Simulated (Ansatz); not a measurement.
We consider BN (model structure, started from the rocksalt type, Fm-3m, No. 225, 2 atoms in the cell), described by HSE06 in Ansatz (PAW).

Run with plane-wave cutoff 520 eV, 14×14×14 k mesh, scalar-relativistic PAW data made under PBE.

Cell (relaxed at this level):

```
CELL_PARAMETERS angstrom
      0.00000     1.73394     1.73394
      1.73394     0.00000     1.73394
      1.73394     1.73394     0.00000
ATOMIC_POSITIONS crystal
  N  0.00000 0.00000 0.00000
  B  0.50000 0.50000 0.50000
```

Problem. Estimate the Voigt–Reuss–Hill bulk modulus, Voigt–Reuss–Hill shear modulus (Hill average), Young modulus and Poisson ratio that the calculation returns.

Solution. 
Voigt–Reuss–Hill bulk modulus: 426 GPa
Voigt–Reuss–Hill shear modulus (Hill average): 355 GPa
Young modulus: 834 GPa
Poisson ratio: 0.174

Note: the relaxation could raise the start's symmetry but not lower it, so the cell can be a saddle point.

Elastic constants are with the ions relaxed.

Computed values are for the static lattice.

Cost on a shared machine: around 40 core-minutes (rough).

A model structure was made by putting elements into a prototype or built by hand; it is no filed structure, need not be a known phase, and can be a saddle point held by its symmetry.

Ansatz is a first-principles code.
